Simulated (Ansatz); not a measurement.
Results of revPBE (PAW; Ansatz, a first-principles code) for B20 (FeSi-type) FeGe.

Numerical settings: plane-wave cutoff 520 eV, 12×12×12 k mesh, Fermi–Dirac smearing 0.05 eV, spin-polarised with parallel moments, scalar-relativistic PAW data made under PBE.

Computed at the level's own relaxed cell.

Problem. What does this level give for the volume per atom, bulk modulus B0, lattice parameter a and magnetic moment (largest site, within a sphere)?

Solution. 
- volume per atom = 12.91 Å³/atom
- bulk modulus B0 = 144 GPa
- lattice parameter a = 4.692 Å
- magnetic moment (largest site, within a sphere) = 1.20 μB

The run finds no gap.

Measured, for comparison: equilibrium volume per atom 12.97 Å³/atom (295 K, no zero-point or thermal correction; as tabulated in Wilhelm et al. (2007), arXiv:cond-mat/0703031); bulk modulus 147 ± 3 GPa (82 K, zero-point motion not removed; as tabulated in Wilhelm et al. (2007), arXiv:cond-mat/0703031); lattice constant a 4.699 Å (295 K, no zero-point or thermal correction, our sources range from 4.689 to 4.699; as tabulated in Wilhelm et al. (2007), arXiv:cond-mat/0703031). Computed (rounded) less measured: equilibrium volume per atom -0.5 %, bulk modulus -2 % (inside the measured uncertainty), lattice constant a -0.1 % (inside the range of the sources held). A static lattice is as a rule a little smaller and stiffer than an uncorrected measurement, which narrows the difference in the equilibrium volume per atom and would widen misses of the other sign.

Note: the collinear magnetic order is the start's and need not be the measured one; the bulk modulus comes from volumes at which shape and atoms were relaxed.

Moments are spin moments.

Static lattice: no zero-point or thermal effects.
